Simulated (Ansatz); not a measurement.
The starting structures come from a database of crystals and need not be the phases stable at ambient conditions.

Given:

```
CELL_PARAMETERS angstrom
      4.01132     0.00000     0.00000
     -2.00566     3.47391     0.00000
      2.00566     1.15797     6.54588
ATOMIC_POSITIONS crystal
  Al 0.00048 0.00024 0.99928
  Ga 0.99973 0.49986 0.50041
  As 0.75031 0.87516 0.37453
  As 0.74945 0.37472 0.87583
```

Space group of this cell: R3m. The cell is taken as given.

Method: r2SCAN (plane waves, PAW; Ansatz, a first-principles code).

The current runs along the normal of the first two printed vectors; no spin-orbit coupling. Scaled by the factor s: the length along the current (ions clamped). Meshes 10×10×10 and 12×12 across the current in all rows.

| s | mean pressure (GPa) | slowest mid-gap decay constant κ (1/Å) |
|---|---|---|
| 0.97 | 2.6 | 0.096 |
| 1.00 | 0.1 | 0.087 |
| 1.03 | -1.9 | ? |

**Question.** Take the slope of the slowest mid-gap decay constant κ against ln s from the two given rows, extrapolate to s = 1.03, and say what the run there gives.

**Answer.** Slope = (0.096 − 0.087) / ln 0.97 = -0.295 1/Å. The line gives 0.087 + (-0.295) × ln 1.03 = 0.078 1/Å. The run gives 0.077 1/Å, 0.001 1/Å under the line, 14 % of the predicted step.
